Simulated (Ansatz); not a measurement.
# TlBr under a change: isotropic strain −3.00 %

Base system: TlBr in the CsCl type structure (space group Pm-3m, No. 221; a = 4.053 Å).

Perturbation: the cell is scaled by 0.9700 in all directions, atoms relaxed at fixed cell.

Computed with PBE, PAW, 420 eV (Ansatz, a quantum-chemistry and plane-wave program; no spin-orbit coupling). Settings: 8×8×8 k-points, 0.05 eV Fermi–Dirac smearing.

The space group stays Pm-3m (No. 221) and the shortest interatomic distance shrinks by 0.105 Å to 3.405 Å. The energy rises by 19 meV/atom and the pressure rises by 22.7 kbar (-0.1 kbar → 22.6 kbar). The band gap shrinks by 0.24 eV (1.99 eV → 1.75 eV) and the gap character remains direct at X. The mean gap deformation potential ΔEg/Δln V comes out as +2.6 eV and the width of the top valence band rises by 0.45 eV, from 1.68 eV to 2.13 eV. The electron mass becomes 0.15 mₑ along k, 0.22 mₑ across (at X) (base: 0.18 mₑ along k, 0.24 mₑ across (at X)) and the hole mass becomes 0.22 mₑ along k, 0.45 mₑ across (at X) (base: 0.31 mₑ along k, 0.52 mₑ across (at X)). The valley order (the lowest conduction-band minima on the path, energy above the VBM, named in the base's zone) becomes X along ⟨100⟩ 1.75 eV; R along ⟨111⟩ 1.98 eV (base: X along ⟨100⟩ 1.99 eV; R along ⟨111⟩ 2.35 eV).

Final structure:

```
TlBr
1.0
    3.93162     0.00000     0.00000
    0.00000     3.93162     0.00000
    0.00000     0.00000     3.93162
Tl Br
1 1
Direct
  0.00000   0.00000   0.00000
  0.50000   0.50000   0.50000
```

Spin-orbit coupling, missing from the scalar runs, can matter with Tl. Masses are band curvatures over ±0.01 Å⁻¹ around the edge. Along k means along the line from Γ to the band edge. No phonon test of stability was made.
